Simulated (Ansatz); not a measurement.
**Sr3AsN: N → C**

Start from Sr3AsN in the anti-perovskite structure (space group Pm-3m, No. 221; a = 5.0413 Å; a cell from a computed database, its experimental status unchecked).

It is then changed as follows: C takes the place of N on all its sites; the structure is relaxed again.

Method: PBEsol (Ansatz, an electronic-structure program), spin-orbit coupling left out. k-mesh 9×9×9 (Γ-centred); smearing 0.05 eV (Fermi–Dirac), for the changed cell.

```yaml
volume_per_atom: 27.24 Å³ (base 25.62 Å³)
density: 4.26 g/cm³ (base 4.56 g/cm³)
lattice_parameter_a: 514.5 pm (base 504.1 pm)
space_group: Pm-3m (No. 221) (base Pm-3m (No. 221))
shortest_interatomic_distance: 257.3 pm (base 252.1 pm)
band_gap: zero (base 0.38 eV)
```

Final structure:

```
Sr3AsC
1.0
    5.14534     0.00000     0.00000
    0.00000     5.14534     0.00000
    0.00000     0.00000     5.14534
Sr As C
3 1 1
Direct
  0.00000   0.50000   0.50000
  0.50000   0.00000   0.50000
  0.50000   0.50000   0.00000
  0.00000   0.00000   0.00000
  0.50000   0.50000   0.50000
```

Cost of the whole job for the changed cell (relaxation, final SCF and bands): about 80 core-seconds (a rough figure).

No phonon test of stability was made. As relaxed here, Sr3AsC is a hypothetical phase, not in the database extracts checked. The final runs are not spin-polarised. An odd electron count without spin: Sr3AsC.
